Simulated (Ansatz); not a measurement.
L1₀ (CuAu-type) TiAl, treated with LDA (Ansatz, a first-principles code, PAW).

Settings: plane-wave cutoff 520 eV, 20×20×14 k mesh (along the axes of the cell as run), Fermi–Dirac smearing 0.05 eV, no spin polarisation, scalar-relativistic PAW data made under PBE.

Starting structure:

```
AlTi
1.0
    2.83000     0.00000     0.00000
    0.00000     2.83000     0.00000
    0.00000     0.00000     4.07000
Ti Al
1 1
Direct
  0.00000   0.00000   0.00000
  0.50000   0.50000   0.50000
```

### Question
Into what structure does the relaxation of cell and atoms lead at this level, with the symmetry of the start kept?

### Answer
The volume decreases by 6.1 %; final space group P4/mmm.
```
AlTi
1.0
    2.76502     0.00000     0.00000
    0.00000     2.76502     0.00000
    0.00000     0.00000     4.00244
Ti Al
1 1
Direct
  0.00000   0.00000   0.00000
  0.50000   0.50000   0.50000
```
